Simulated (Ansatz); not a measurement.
Take WC (space group P-6m2, No. 187; a = 2.923 Å, c = 2.846 Å; relaxed with 0.1 eV smearing) as the base.

Calculations: PBE/PAW in Ansatz (an electronic-structure program), without spin-orbit coupling, earlier PAW set.

Before the change:

The pressure comes out as 0.0 GPa. The band gap is zero.

Modification: every lattice vector is stretched by 5.47 %; the atoms relax in the strained cell.

Question: What happens to the energy relative to the base, pressure and band gap?

Answer: The energy grows by 0.287 eV/atom; the pressure (mean of the normal stresses, compression positive) goes from zero to -43.7 GPa; the band gap stays zero.

Stability against distortions was not tested. The final runs are not spin-polarised.
